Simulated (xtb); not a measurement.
xtb 6.7.1, GFN2-xTB: Cd(OH)(acac) (CC1=CC(C)=[O]->[Cd]([OH])[O]1), 17 atoms. The geometry is a generated start, not checked to be a minimum at this level.

* **method**: GFN2-xTB
* **--acc**: 1 (default)
* **--etemp (K)**: 300 (default)
* **detailed input (--input)**: none: ANC optimiser, Lindh (1995) Hessian, microcycle=20, maxdispl=1.0, hlow=0.01 (default)
* **basis functions**: 44
* **valence electrons**: 48

```xyz
17

Cd    -0.4454     2.2786     0.7187
O     -0.9812     4.0640     1.1041
H     -0.8688     4.6425     0.3445
C      0.5348    -0.3576    -2.5848
C      0.2000     0.1237    -1.1927
C      0.1723    -0.8250    -0.1682
C     -0.1097    -0.6031     1.1822
C     -0.0774    -1.7897     2.1162
O     -0.3967     0.5087     1.7226
O     -0.0299     1.3666    -1.0774
H      0.7411    -1.4216    -2.6063
H     -0.2993    -0.1367    -3.2482
H      1.3981     0.1910    -2.9541
H      0.3939    -1.8418    -0.4523
H     -1.0584    -1.9042     2.5736
H      0.1950    -2.7061     1.6048
H      0.6317    -1.5893     2.9172
```

Charge 0 and multiplicity 1 are set for this test and not shown to be the ground state.

The structure is relaxed from this start with --opt LEVEL for the levels crude, sloppy, loose, lax, normal, tight, vtight, extreme, once each. Up to the end of the extreme run atoms move by at most 1.3 Å along an axis.

**Question.** What is the loosest level that ends within 20 meV of the extreme run, and how many cycles does it take?

**Answer.** normal: 54 cycles against 62, ending 0.30 meV above.

```tsv
level	cycles	energy above the extreme run (meV)	gradient norm (eV/Å)
crude	1	77	0.10
sloppy	1	77	0.10
loose	1	77	0.10
lax	1	77	0.10
normal	54	0.30	0.026
tight	60	under 0.01	0.023
vtight	62	under 0.01	0.0018
extreme	62	—	0.0018
```
